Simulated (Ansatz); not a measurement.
Base system: Sc in the hcp (Mg type) structure (space group P6_3/mmc, No. 194; a = 3.318 Å, c = 5.186 Å; relaxed with 0.1 eV smearing). Axes: x lies along a and z along c of the hexagonal cell.

The values are results of PBE, PAW, 420 eV (Ansatz, a quantum-chemistry and plane-wave program; spin-orbit coupling left out), not measurements.

Strains are applied to the cell and any free atomic positions relax; under biaxial strain the out-of-plane vector relaxes too.

One change was made to it. Results:

```json
[
 {"quantity": "pressure (mean of the normal stresses, compression positive)", "base": "0.0 GPa", "after": "2.1 GPa"},
 {"quantity": "shortest interatomic distance", "base": "3.224 Å", "after": "3.228 Å"}
]
```

Question: What was done to the base?
(A) biaxial strain −2.50 %, plane normal [001], relaxed out of plane
(B) biaxial strain +0.50 %, plane normal [001], relaxed out of plane
(C) biaxial strain −1.00 %, plane normal [001], relaxed out of plane
(D) biaxial strain +3.00 %, plane normal [001], relaxed out of plane
(E) biaxial strain +1.00 %, plane normal [001], relaxed out of plane

Answer: A, biaxial strain −2.50 %, plane normal [001], relaxed out of plane. For comparison, the pressure in the other runs: biaxial strain +0.50 %, plane normal [001], relaxed out of plane gives -0.4 GPa; biaxial strain −1.00 %, plane normal [001], relaxed out of plane gives 0.8 GPa; biaxial strain +3.00 %, plane normal [001], relaxed out of plane gives -2.1 GPa; biaxial strain +1.00 %, plane normal [001], relaxed out of plane gives -0.8 GPa.

Stability against distortions was not tested. All final runs are without spin polarisation.
